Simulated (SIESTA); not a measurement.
A user runs SIESTA on VCl2O (Immm, 4 atoms in the cell) and asks whether the run is sound. The aim is a self-consistent single point with DFT, LDA PW92+U, numerical atomic orbitals TZP, PseudoDojo LDA standard norm-conserving potentials (rewritten from UPF to PSML).

Cell that was meant: a = 7.0172 Å, b = 7.0172 Å, c = 7.0172 Å, α = 150.97°, β = 149.92°, γ = 42.30°.

Part of the input:

```
SCF.Mixer.Method             Pulay
SCF.Mixer.Weight             0.1
SCF.Mixer.History            8
SCF.DM.Tolerance             1.0E-01
SCF.H.Tolerance              1.0 eV
Diag.ParallelOverK           true
WriteForces                  true
Charge.Mulliken              end
```

Output (repeated stretches shortened):

```
reinit: Reading from file input.fdf

reinit: System Name: VCl2O
reinit: System Label: siesta

NOTE on units for spin output:
   [... lines left out ...]
DM filled with atomic data (user-defined):

InitMesh: MESH = 72 x 72 x 54 = 279936
InitMesh: Mesh cutoff (required, used) =   350.000   474.370 Ry
hubbard_term: recalculating local occupations    1
hubbard_term: maximum change in local occup.    0.493358
hubbard_term: recalculating Hamiltonian

stepf: Methfessel-Paxton step function
       Using Hermite-Gauss polynomials of order  0
hubbard_term: recalculating local occupations    1
hubbard_term: maximum change in local occup.    0.314063
hubbard_term: recalculating Hamiltonian
        iscf     Eharris(eV)        E_KS(eV)     FreeEng(eV)     dDmax    Ef(eV) dHmax(eV)
   scf:    1    -3309.972967    -3334.846314    -3334.847292  0.746173 -3.000308 20.777715
     spin moment: {S} , |S| = {        0.0        0.0    1.00000 }     1.00000
   scf:    2    -3347.901124    -3342.043489    -3342.044640  0.091521 -4.213761 13.741595
     spin moment: {S} , |S| = {        0.0        0.0    1.00000 }     1.00000
   scf:    3    -3329.520306    -3344.061180    -3344.061759  0.207884 -6.451905  9.506933
   [... lines left out ...]
     spin moment: {S} , |S| = {        0.0        0.0    1.00000 }     1.00000
   scf:    7    -3347.868376    -3347.427939    -3347.429927  0.043206 -5.747949  3.369961
     spin moment: {S} , |S| = {        0.0        0.0    1.00000 }     1.00000
   scf:    8    -3344.895993    -3347.271422    -3347.272096  0.082489 -6.423195  4.485826
     spin moment: {S} , |S| = {        0.0        0.0    1.00000 }     1.00000
   scf:    9    -3347.863071    -3347.900917    -3347.902033  0.051696 -6.022947  0.567691
     spin moment: {S} , |S| = {        0.0        0.0    1.00000 }     1.00000
SCF Convergence by DM+H criterion
max |DM_out - DM_in|         :     0.0516956479
max |H_out - H_in|      (eV) :     0.5676907507
SCF cycle converged after 9 iterations

Using DM_out to compute the final energy and forces

siesta: E_KS(eV) =            -3347.9009

siesta: E_KS - E_eggbox =     -3347.9009

siesta: Atomic forces (eV/Ang):
     1   -0.000000   -0.000000    0.000000
     2   -0.000543   -0.000220   -0.696103
     3    0.000543    0.000220    0.696103
     4   -0.000000    0.000000   -0.000000
   Tot   -0.000000    0.000000   -0.000000
   Max    0.696103
   Res    0.284183    sqrt( Sum f_i^2 / 3N )
   Max    0.696103    constrained

Stress tensor Voigt[x,y,z,yz,xz,xy] (kbar):       87.83      140.70       85.42        0.01        0.03       -0.01
   [... lines left out ...]
siesta: FreeEng =     -3347.902033
siesta: Cell volume =         83.853475 Ang**3
siesta:        -104.64894286        -89.88847911  kBar
   [... lines left out ...]

              0.003

mulliken: Qtot =       16.000

Mulliken Atomic Populations:
Atom #   charge [q] valence [e]      Sz [e]  Species
     1     0.235540   12.764460    1.464492  V
     2     0.040942    6.959058   -0.082176  Cl
     3     0.040942    6.959058   -0.082176  Cl
     4    -0.317424    6.317424   -0.300140  O
 Total     0.000000                1.000000
```

### Question
Is this run sound? If not, what is wrong?

### Answer
The run is not sound. The fault is a convergence threshold that is too loose. A loop that stops early leaves an energy error of second order in the density error, but errors of first order in forces and stress. To fix it, tighten the threshold. The run converged in 9 iterations without an error; against the sound input the free energy rises by 35.5 meV/atom, the pressure goes from -8.75 to -10.46 GPa, the largest force goes from 0.496 to 0.696 eV/Å, no clean gap remains on the mesh (levels overlap or are partly filled), against 0.80 eV before and the size of the net moment stays at 0.25 μB/atom.

An input that runs soundly differs in these lines (not the only fix; some lines may just follow from the change or write a value another way):
```diff
-SCF.DM.Tolerance             1.0E-01
-SCF.H.Tolerance              1.0 eV
+SCF.DM.Tolerance             1.0E-04
```

With that input, the run converged in 46 iterations: free energy E − TS -3348.0441 eV; top of the valence band (on the code's own zero) -6.88 eV; gap on the k-point mesh 0.80 eV; pressure -8.75 GPa; largest force (vector length) 0.496 eV/Å (DFT, LDA PW92+U, numerical atomic orbitals TZP, PseudoDojo LDA standard norm-conserving potentials (rewritten from UPF to PSML)).

On the sound input: the starting cell comes from a database of computed structures (which also holds hypothetical and non-ambient phases and stackings), without a prior relaxation at this level. With one magnetic atom in the cell only a parallel order is possible. With U or open f shells several self-consistent states can exist. Values carry the incompleteness of an atom-centred basis. With a pressure of about -9 GPa the cell is away from its equilibrium volume at this level.
